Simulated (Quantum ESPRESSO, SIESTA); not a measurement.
A SIESTA input for a self-consistent single point of SrC₂ (R-3m, 3 atoms in the cell) (DFT, GGA PBEsol, numerical atomic orbitals TZP, PseudoDojo PBEsol standard norm-conserving potentials (rewritten from UPF to PSML)):

```
# files in the folder: Sr.psml C.psml (PseudoDojo PBEsol standard)
SystemName  SrC2
SystemLabel src2

NumberOfAtoms                3
NumberOfSpecies              2
%block ChemicalSpeciesLabel
  1 38 Sr
  2 6 C
%endblock ChemicalSpeciesLabel
LatticeConstant              1.0 Bohr
%block LatticeVectors
     4.757054817    2.746486376    4.358961332
    -4.757054817    2.746486376    4.358961332
     0.000000000   -5.492974641    4.358961332
%endblock LatticeVectors
AtomicCoordinatesFormat      Ang
%block AtomicCoordinatesAndAtomicSpecies
     0.000000000    0.000000000    0.000000000  1
    -0.000000000   -0.000000592    4.093540253  2
     0.000000000   -0.000000408    2.826448747  2
%endblock AtomicCoordinatesAndAtomicSpecies

XC.functional                GGA
XC.authors                   PBEsol
PAO.BasisSize                TZP
PAO.EnergyShift              0.005 Ry
MeshCutoff                   400 Ry
%block kgrid.MonkhorstPack
    9   0   0  0.0
    0   9   0  0.0
    0   0   9  0.0
%endblock kgrid.MonkhorstPack
OccupationFunction           FD
ElectronicTemperature        10 K

MaxSCFIterations             150
SCF.Mixer.Method             Pulay
SCF.Mixer.Weight             0.25
SCF.Mixer.History            8
SCF.DM.Tolerance             1.0E-04
Diag.ParallelOverK           true
WriteForces                  true
Charge.Mulliken              end
```

Problem. Give the Quantum ESPRESSO input for the same structure, mesh, smearing and functional.

Solution. One input that does it (others would too):

```fortran
&control
 calculation = 'scf',
 prefix = 'src2',
 outdir = './tmp/',
 pseudo_dir = './',
 verbosity = 'high',
 tprnfor = .true.,
 tstress = .true.,
/
&system
 ibrav = 0,
 nat = 3,
 ntyp = 2,
 ecutwfc = 45,
 ecutrho = 360,
 occupations = 'fixed',
 nbnd = 17,
 input_dft = 'pbesol',
/
&electrons
 conv_thr = 1.0d-10,
/
ATOMIC_SPECIES
Sr    87.6200  Sr_pbe_v1.uspp.F.UPF
C     12.0110  C.pbe-n-kjpaw_psl.1.0.0.UPF
ATOMIC_POSITIONS alat
Sr    0.000000000    0.000000000    0.000000000
C     0.000000000    0.000000000    1.103146594
C     0.000000000    0.000000000    0.761684781
K_POINTS automatic
9 9 9  0 0 0
CELL_PARAMETERS angstrom
   2.517325058     1.453378300     2.306663000
  -2.517325058     1.453378300     2.306663000
   0.000000000    -2.906756600     2.306663000
```

Basis, cutoffs, solver keys and any potentials are the target program's own. This input uses DFT, PBEsol, plane waves, SSSP 1.1.2 efficiency (PBE) pseudopotentials.

The starting cell comes from a database of computed structures (which also holds hypothetical and non-ambient phases and stackings), without a prior relaxation at this level.
